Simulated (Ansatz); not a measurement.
The starting structures come from a database of crystals and need not be the phases stable at ambient conditions.

# Evanescent states of Sr$_{2}$MgH$_{6}$ (P-3m1, not sure to be the ambient phase, 9 atoms a cell, 12.1 Å³ an atom) along the normal of (100)

Computed with r2SCAN (plane waves, PAW; Ansatz, a first-principles code).

The gap is the functional's own. No spin-orbit coupling. Mid-gap values are interpolated on the energy grid.

Energies count from the valence-band top; κ is the least over a 8×6 mesh across the current.

```csv
E (eV),κ (1/Å),where
0.08,0.159,off Γ
0.24,0.227,off Γ
0.40,0.268,off Γ
0.56,0.296,off Γ
0.72,0.317,off Γ
0.88,0.332,off Γ
1.04,0.344,off Γ
1.20,0.352,off Γ
1.36,0.352,off Γ
1.52,0.344,off Γ
1.68,0.334,off Γ
1.84,0.323,off Γ
2.00,0.310,off Γ
2.16,0.296,off Γ
2.32,0.280,off Γ
2.48,0.261,off Γ
2.64,0.239,off Γ
2.80,0.213,off Γ
2.96,0.181,off Γ
3.12,0.139,off Γ
3.28,0.068,off Γ
```

**Question.** How thick must the barrier be to attenuate the transmission by 10^6 when the electrodes' Fermi level lies at 2.32 eV, and what attenuation does that film give at 2.64 eV?

**Answer.** d = 6 ln 10 / (2 × 0.280) = 24.7 Å. At 2.64 eV it gives 6 × 0.239/0.280 = 5.1 decades.
